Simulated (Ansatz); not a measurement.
Start from GaAs in the zinc blende structure (space group F-43m, No. 216; a = 5.659 Å).

Level of theory: PBEsol, PAW, 420 eV (Ansatz, a program for electronic structure; spin-orbit coupling left out), earlier PAW set.

One change was made to it. Results:

| quantity | base | after |
|---|---|---|
| band gap | 0.42 eV | zero |
| density | 5.30 g/cm³ | 5.36 g/cm³ |

Problem. Which change produced these results?
(A) As → Hg
(B) Ga → Zn
(C) As → C

Solution. B, Ga → Zn. For comparison, the density in the other runs: As → Hg gives 8.03 g/cm³; As → C gives 5.44 g/cm³.

Whether these cells are dynamically stable was not tested. As relaxed here, ZnAs, GaHg and GaC are hypothetical phases, not in the database extracts checked. All final runs are without spin polarisation. An odd electron count without spin: ZnAs, GaHg and GaC.
